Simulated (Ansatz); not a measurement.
## SnO2, response to strain

The parent structure is SnO$_{2}$ in the rutile structure (space group P4_2/mnm, No. 136).

Space group P4₂/mnm (No. 136); a = 4.7224 Å, b = 4.7224 Å, c = 3.1903 Å, α = 90.00°, β = 90.00°, γ = 90.00°

```tsv
atom	site	symmetry	x	y	z
Sn	2a	m.mm	0.0000	0.0000	0.0000
O	4f	m.2m	0.3061	0.3061	0.0000
```

Strains are applied to the cell and any free atomic positions relax.

All numbers come from LDA (Ansatz, a program for electronic structure), no spin-orbit coupling.

Before the change:

| Property | Value |
|---|---|
| Band gap | 1.16 eV |

Problem. The aim is a band gap between 0.74 eV and 0.80 eV. Which of these changes reaches it?
(A) isotropic strain +1.20 %
(B) isotropic strain +1.80 %
(C) isotropic strain +3.00 %
(D) isotropic strain +0.60 %
(E) isotropic strain +2.40 %

Solution. A, isotropic strain +1.20 %. It gives 0.77 eV; isotropic strain +1.80 % gives 0.58 eV; isotropic strain +3.00 % gives 0.23 eV; isotropic strain +2.40 % gives 0.40 eV; isotropic strain +0.60 % gives 0.96 eV. Changes not listed may reach it too

Stability against distortions was not tested. The zero or small gap of SnO2 under isotropic strain +3.00 % can change with the level of theory.
